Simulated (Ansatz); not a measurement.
Ansatz (an electronic-structure program) run on CuAu (P4/mmm, 2 atoms in the cell): relaxation of cell and atoms.

Method: PBEsol, default PAW files made with PBE (plane waves; Ansatz).

The change in words: atoms on their sites; basis.ecutwfc: 420 eV → 210 eV; relax: default → cell and atoms. Reference geometry:
```
CuAu
1.0
    2.81400     0.00000     0.00000
    0.00000     2.81400     0.00000
    0.00000     0.00000     3.68835
Cu Au
1 1
Cartesian
  0.00000   0.00000   0.05000
  1.40700   1.40700   1.84417
```

Reference input (self-consistent single point, DFT, PBEsol, plane waves, default PAW files made with PBE): basis.ecutwfc = 420 eV; kpoints.mp_grid.grid = 12 12 9; hamiltonian.xc = pbesol; hamiltonian.pseudopotentials = {kind: paw} (the program's default PAW files); scf.occupations.method = fermi_dirac; scf.occupations.width = 0.1 eV. This run's input differs from it in these lines:

Ansatz 0.2 input:
```diff
@@ -7,6 +7,6 @@
   atoms:
-    - { symbol: Cu, position: [0.00000000, 0.00000000, 0.01355600] }
+    - { symbol: Cu, position: [0.00000000, 0.00000000, 0.00000000] }
     - { symbol: Au, position: [0.50000000, 0.50000000, 0.50000000] }
 basis:
-  ecutwfc: 420.0 eV
+  ecutwfc: 210.0 eV
 kpoints:
@@ -18,2 +18,4 @@
   occupations: { method: fermi_dirac, width: 0.1 eV }
+relax:
+  cell: {}
 output:
```

The program printed (abridged):

```
   [... SCF lines of the steps left out ...]
relax step   1: F+E_penalty+E_count = -19578.37610265 eV  Δ(F+E_penalty+E_count) = +0.000e0 eV  max|allowed force component| = 2.524e-29 eV/Å  Δτ_max = 0.0000 Å  P = -5.497 GPa  Ω = 29.207 Å³  (8 SCF iters, dr2 threshold 1.00e-7 eV, accepted)
relax step   2: F+E_penalty+E_count = -19581.60654984 eV  Δ(F+E_penalty+E_count) = -3.230e0 eV  max|allowed force component| = 2.288e-29 eV/Å  Δτ_max = 0.0000 Å  P = +79.506 GPa  Ω = 27.952 Å³  energy of the carried Pulay correction = +3.808e0 eV  [...]
   [... lines left out ...]
relax step 119: F+E_penalty+E_count = -19578.66328789 eV  Δ(F+E_penalty+E_count) = +6.760e-3 eV  max|allowed force component| = 7.573e-29 eV/Å  Δτ_max = 0.0000 Å  P = +0.023 GPa  Ω = 26.974 Å³  energy of the carried Pulay correction = -2.878e-2 eV  [...]
relax step 120: F+E_penalty+E_count = -19578.67358175 eV  Δ(F+E_penalty+E_count) = -1.029e-2 eV  max|allowed force component| = 9.466e-29 eV/Å  Δτ_max = 0.0000 Å  P = +0.885 GPa  Ω = 26.974 Å³  stress off target by 3.15e0 GPa  SCF on the basis [...]
basis re-selected at this cell: Δ(F+E_penalty+E_count) = -1.029e-2 eV, ΔP = +0.862 GPa vs the last step
   [... lines left out ...]
Free energy (F): -19578.673582 eV
Fermi energy:    20.313165 eV
Error: variable-cell relaxation did not converge after 120 `relax_step` rows, as none of its last 32 fresh-basis SCF(s) at a relaxed cell met both thresholds with a finite energy. The last misses `relax.cell.stress_tol`: largest allowed force component 9.47e-29 eV/Å (`relax.f_tol` 1.00e-2 eV/Å), stress off the target on the free part of the cell 3.15e0 GPa (`relax.cell.stress_tol` 5.00e-2 GPa), F+E_penalty+E_count -19578.67358175 eV. The closest is row 120, whose structure comes with this error. Larger ratio of force or stress to its threshold at each such SCF whose figures are numbers: 234.280, 255.755, 260.099, 266.320, 256.966, 242.207, 245.771, 262.103, 261.367, 264.459, [...]
   [... lines left out ...]
to start a new deck from the relaxed geometry:
  cell:  # Å, volume = 26.9737 Å³
    - [2.8886398231702874, -1.893451755278897e-34, 0.0]
    - [-1.893451755278897e-34, 2.8886398231702874, 0.0]
    - [0.0, 0.0, 3.2326174455775174]
  atoms:
    - { symbol: Cu, position: [-2.080078883260812e-36, 2.456452663756929e-37, 0.0] }
    - { symbol: Au, position: [0.49999999999999994, 0.49999999999999994, 0.5] }
```

The relaxation ended unconverged.  The full log also holds: “iter 5 did not close the SCF: its close was put off for the readings that it lacked (scf_convergence_deferred on its scf_iter line)”. The full log also holds: “iter 4 did not close the SCF: its close was put off for the readings that it lacked (scf_convergence_deferred on its scf_iter line)”.

The starting cell has typed, rounded lattice constants, without a prior relaxation at this level. Its lattice was rescaled by up to half a per cent. The cutoff lies below the one recommended for these files.

Cost on one core of a shared machine: roughly 3 min.
